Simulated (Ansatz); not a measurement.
A computed series for KTaO3: pressure series

Consider KTaO$_{3}$ in the cubic perovskite structure (space group Pm-3m, No. 221; a = 4.0244 Å).

Cell and atoms are relaxed at each pressure.

The values are results of PBE, PAW, 420 eV (Ansatz, an electronic-structure program; no SOC), not measurements.

```json
[
 {"variant": "base", "band gap": "2.16 eV", "lattice parameter a": "4.024 Å", "smallest direct gap": "2.78 eV"},
 {"variant": "pressure −2 GPa", "band gap": "2.14 eV", "lattice parameter a": "4.039 Å", "smallest direct gap": "2.76 eV"},
 {"variant": "pressure −1 GPa", "band gap": "2.15 eV", "lattice parameter a": "4.032 Å", "smallest direct gap": "2.77 eV"},
 {"variant": "pressure 1.8 GPa", "band gap": "2.18 eV", "lattice parameter a": "4.012 Å", "smallest direct gap": "2.80 eV"},
 {"variant": "pressure 4.2 GPa", "band gap": "2.21 eV", "lattice parameter a": "3.996 Å", "smallest direct gap": "2.82 eV"},
 {"variant": "pressure 9 GPa", "band gap": "2.26 eV", "lattice parameter a": "3.967 Å", "smallest direct gap": "2.86 eV"},
 {"variant": "pressure 18 GPa", "band gap": "2.34 eV", "lattice parameter a": "3.918 Å", "smallest direct gap": "2.92 eV"},
 {"variant": "pressure 30 GPa", "band gap": "?", "lattice parameter a": "?", "smallest direct gap": "?"},
 {"variant": "pressure 45 GPa", "band gap": "2.51 eV", "lattice parameter a": "3.808 Å", "smallest direct gap": "2.99 eV"},
 {"variant": "pressure 60 GPa", "band gap": "2.58 eV", "lattice parameter a": "3.760 Å", "smallest direct gap": "2.99 eV"}
]
```

Complete the table.


- pressure 30 GPa, band gap: 2.43 eV
- pressure 30 GPa, lattice parameter a: 3.864 Å
- pressure 30 GPa, smallest direct gap: 2.96 eV

With Ta present, leaving out spin-orbit coupling can change the band edges. Load acts through the strain it causes; cell and atoms are relaxed under it. Stability against distortions was not tested. Competing high-pressure phases were not computed.
